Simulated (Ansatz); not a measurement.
Consider these faces of beta Si3N4, relaxed from ideal cuts in 1x1 cells: (0001), (10-10), (10-11), (11-21).

These are PBE (plane waves to 420 eV, PAW; Ansatz, a first-principles code) values and carry that method's errors.

### Question
Put the candidates in order of surface energy, lowest first, for PBE.

### Answer
(10-10) (2.31 J/m²), (0001) (2.65 J/m²), (10-11) (2.69 J/m²), (11-21) (2.73 J/m²)
